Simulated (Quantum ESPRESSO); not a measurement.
Quantum ESPRESSO run on YbH2 (Fm-3m, 3 atoms in the cell): self-consistent single point.

Computed with LDA (PZ), SSSP 1.1.2 efficiency (PBE) pseudopotentials (plane waves; Quantum ESPRESSO 7.5).

The change in words: lattice scaled by 0.98. Reference geometry:
```xyz
3
Lattice="-2.7004 0.0000 2.7004 0.0000 2.7004 2.7004 -2.7004 2.7004 0.0000" Properties=species:S:1:pos:R:3 pbc="T T T"
Yb     0.0000     0.0000     0.0000
H     -4.0506     4.0506     4.0506
H     -1.3502     1.3502     1.3502
```

Reference input (self-consistent single point, DFT, LDA (PZ), plane waves, SSSP 1.1.2 efficiency (PBE) pseudopotentials): ecutwfc = 55 Ry; ecutrho = 440 Ry; occupations = smearing; smearing = fermi-dirac; degauss = 0.0036749 Ry; input_dft = pz; potentials = {Yb: Yb.GGA-PBE-paw-v1.0.UPF, H: H.pbe-rrkjus_psl.1.0.0.UPF}; K_POINTS = automatic 9 9 9 0 0 0; conv_thr = 1e-10 Ry; mixing_beta = 0.7. This run's input differs from it in these lines:

```diff
@@ -10,3 +10,3 @@
    ibrav = 2,
-   A = 5.4008500000,
+   A = 5.2928320000,
    nat = 3,
```

Log, with long lists cut:

```
     Self-consistent Calculation

     iteration #  1     ecut=    55.00 Ry     beta= 0.70

     total energy              =    -996.10081664 Ry
     estimated scf accuracy    <       0.35035543 Ry

     iteration #  2     ecut=    55.00 Ry     beta= 0.70

     total energy              =    -992.04199739 Ry
     estimated scf accuracy    <      39.85170397 Ry

     iteration #  3     ecut=    55.00 Ry     beta= 0.70

     total energy              =    -996.48697831 Ry
     estimated scf accuracy    <       0.16045104 Ry

   [... 24 blocks of this kind left out ...]

     iteration # 28     ecut=    55.00 Ry     beta= 0.70

     total energy              =    -996.46063886 Ry
     estimated scf accuracy    <          8.1E-10 Ry

     iteration # 29     ecut=    55.00 Ry     beta= 0.70
     End of self-consistent calculation

     the Fermi energy is    10.7464 ev

!    total energy              =    -996.46063886 Ry
     estimated scf accuracy    <          9.5E-11 Ry
     smearing contrib. (-TS)   =      -0.00213125 Ry
     internal energy E=F+TS    =    -996.45850761 Ry

     convergence has been achieved in  29 iterations

     Forces acting on atoms (cartesian axes, Ry/au):

     atom    1 type  1   force =     0.00000000    0.00000000    0.00000000
   [... zero for the other atoms too ...]

     Total force =     0.000000     Total SCF correction =     0.000000

          total   stress  (Ry/bohr**3)                   (kbar)     P=      -68.29
  -0.00046420   0.00000000   0.00000000          -68.29        0.00        0.00
   0.00000000  -0.00046420  -0.00000000            0.00      -68.29       -0.00
   0.00000000  -0.00000000  -0.00046420            0.00       -0.00      -68.29

   JOB DONE.
```

The run converged in 29 iterations. Against the reference run the free energy falls by 38.4 meV/atom and the pressure goes from -9.04 to -6.83 GPa.

The starting cell comes from a database of computed structures (which also holds hypothetical and non-ambient phases and stackings), without a prior relaxation at this level. For this run, on top of that: lattice scaled by 0.98. Spin polarisation is off. With a pressure of about -7 GPa the cell is away from its equilibrium volume at this level.

Cost on one core of a shared machine: roughly 90 s.
